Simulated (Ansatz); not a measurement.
The parent structure is Bi$_{2}$Se$_{3}$ in the Bi2Te3 type structure (space group R-3m, No. 166).

```
CELL_PARAMETERS angstrom
      2.07216     1.19636     9.48267
     -2.07216     1.19636     9.48267
      0.00000    -2.39272     9.48267
ATOMIC_POSITIONS crystal
  Bi 0.40087 0.40087 0.40087
  Bi 0.59913 0.59913 0.59913
  Se 0.00000 0.00000 0.00000
  Se 0.21052 0.21052 0.21052
  Se 0.78948 0.78948 0.78948
```

Levels (all Ansatz, a quantum-chemistry and plane-wave program, PAW): PBE-D3(BJ) (420 eV, no spin-orbit coupling); r2SCAN (500 eV, without spin-orbit coupling); HSE06 (420 eV, scalar-relativistic without spin-orbit coupling).

At the geometry relaxed with PBE-D3(BJ), these levels gave the following band gaps, in shuffled order: (a) 0.58 eV, (b) 0.43 eV, (c) 0.16 eV.

Task: Match each gap to its level.

Result: (a) HSE06; (b) r2SCAN; (c) PBE-D3(BJ).

Single points use the geometry relaxed with PBE-D3(BJ). Spin-orbit coupling, missing from the scalar runs, can matter with Bi. No phonon test of stability was made. A zero or small gap of Bi2Se3 can be the functional's error rather than a property of the material.
